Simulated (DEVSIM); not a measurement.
Device: abrupt In0.53Ga0.47As n-p junction, at 250 K.

| layer (left to right) | material | thickness (μm) | Nd (cm⁻³) | Na (cm⁻³) | τn (s) | τp (s) |
|---|---|---|---|---|---|---|
| 1 | In0.53Ga0.47As | 0.220 | 1.7e15 | - | 9.1e-10 | 9.1e-10 |
| 2 | In0.53Ga0.47As | 0.420 | - | 1.4e16 | 9.1e-10 | 9.1e-10 |

Left contact: ohmic. Right contact: ohmic. Voltage is applied to the left contact. Recombination: SRH at mid-gap, radiative. Mobility is μmin + (μ − μmin)/(1 + (N/Nref)^α).

This is a model device: material constants are rounded textbook-type values typed into the input, and sizes, dopings and lifetimes were drawn at random. Values at 300 K; Nc and Nv go as T^1.5, mobilities as T to minus their exponent, the gap by Varshni's rule with the affinity fixed.

| parameter | In0.53Ga0.47As |
|---|---|
| gap (eV) | 0.74 |
| affinity (eV) | 4.51 |
| permittivity | 13.9 |
| Nc (cm⁻³) | 2.1e17 |
| Nv (cm⁻³) | 7.7e18 |
| μn (cm²/Vs) | 12000 |
| μp (cm²/Vs) | 300 |
| μn,min | 300 |
| μp,min | 10 |
| Nref,n | 1.3e17 |
| Nref,p | 4.9e17 |
| αn | 0.48 |
| αp | 0.4 |
| T exponent of μn | 1.6 |
| T exponent of μp | 1.6 |
| B (cm³/s) | 9.6e-11 |
| Varshni α (eV/K) | 0.00035 |
| Varshni β (K) | 190 |

DEVSIM, 1D drift-diffusion, Boltzmann statistics, complete ionisation; no tunnelling, impact ionisation, image-force lowering or self-heating.

### Question
Tabulate band edges, carrier densities and field at zero bias.

### Answer
Energies count from the Fermi level of the right contact; mesh points crowd at the junctions.

```
x (μm)   Ec (eV)  Ev (eV)  n (cm⁻³)  p (cm⁻³)  field (V/cm)
-------  -------  -------  --------  --------  ------------
0.000      0.098   -0.657    1.7e15    340000         16000
0.01025    0.114   -0.641    8.0e14    720000         16000
0.02565    0.138   -0.616    2.6e14   2200000         16000
0.04437    0.169   -0.586    6.3e13   9100000         16000
0.08282    0.234   -0.521    3.1e12     1.8e8         17000
0.1228     0.304   -0.450    1.2e11     4.9e9         18000
0.1546     0.363   -0.391     7.7e9    7.5e10         19000
0.1872     0.426   -0.329     4.2e8    1.4e12         20000
0.2030     0.457   -0.298     9.8e7    5.8e12         20000
0.2161     0.483   -0.272     2.9e7    2.0e13         20000
0.2254     0.502   -0.253     1.2e7    4.7e13         19000
0.2449     0.536   -0.219   2500000    2.3e14         16000
0.2649     0.564   -0.191    700000    8.2e14         12000
0.2962     0.594   -0.161    170000    3.3e15          7300
0.3521     0.617   -0.137     58000    1.0e16          2000
0.4213     0.624   -0.131     43000    1.3e16           300
0.4829     0.624   -0.130     41000    1.4e16            50
0.5387     0.624   -0.130     41000    1.4e16           ≈ 0
0.5838     0.625   -0.130     41000    1.4e16           ≈ 0
0.6091     0.625   -0.130     41000    1.4e16           ≈ 0
0.6252     0.625   -0.130     41000    1.4e16           ≈ 0
0.6400     0.625   -0.130     41000    1.4e16           ≈ 0
```
